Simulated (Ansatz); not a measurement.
## Step by step: formation energy of SiCN2 (chalcopyrite, I-42d) from the elements

This concerns the formation energy of SiCN2 (chalcopyrite, I-42d) from the elements. Reaction: C (graphite) + Si (diamond) + N2 (gas) → SiCN2 (chalcopyrite). Negative: the products are lower in energy. The value is per atom of the solid.

SiCN2 (chalcopyrite, I-42d), 8 atoms in the cell; this is a cell whose start was taken from, or built on, an entry of a structure database, and that this text hasn't matched to a measured one; metallic (partly filled levels) with PBE. Conventional cell: a = b = 4.5974 Å, c = 6.2375 Å, α = β = γ = 90.00°.

Setting: static, neutral cells in Ansatz (PAW) whose structures rest at the PBE+D3(BJ) level. Ansatz (an electronic-structure program) runs with its PAW set soft_1. Other levels take these structures. The lattices are those relaxed with PBE+D3(BJ), so at other levels the solids can be strained, which adds to the spread. Space groups of crystals are read within 0.01 Å.

Total energies of the cells in eV, at zero smearing width. They compare only within one column; the weights balance every element.

```
cell                  atoms  weight    r2SCAN+D4         RPBE
--------------------  -----  ------  -----------  -----------
SiCN2 (chalcopyrite)      8      +2  -3312.24452  -3315.25277
C (graphite)              4      −1  -1006.95900  -1008.87321
Si (diamond)              2      −2  -1278.36985  -1277.78774
N2 (gas)                  2      −4   -769.62547   -771.51486
```

r2SCAN+D4: 2 × (-3312.24452) − (-1006.95900) − 2 × (-1278.36985) − 4 × (-769.62547) = 17.712 eV; dividing by 16 atoms gives 1.11 eV/atom.

RPBE: 2 × (-3315.25277) − (-1008.87321) − 2 × (-1277.78774) − 4 × (-771.51486) = 20.003 eV; dividing by 16 atoms gives 1.25 eV/atom.

What follows from the r2SCAN+D4 value: A formula unit of SiCN2 has 4 atoms, so it forms with 1.1070 × 4 = 4.428 eV, or 427.2 kJ/mol at 96.485 kJ/mol per eV.
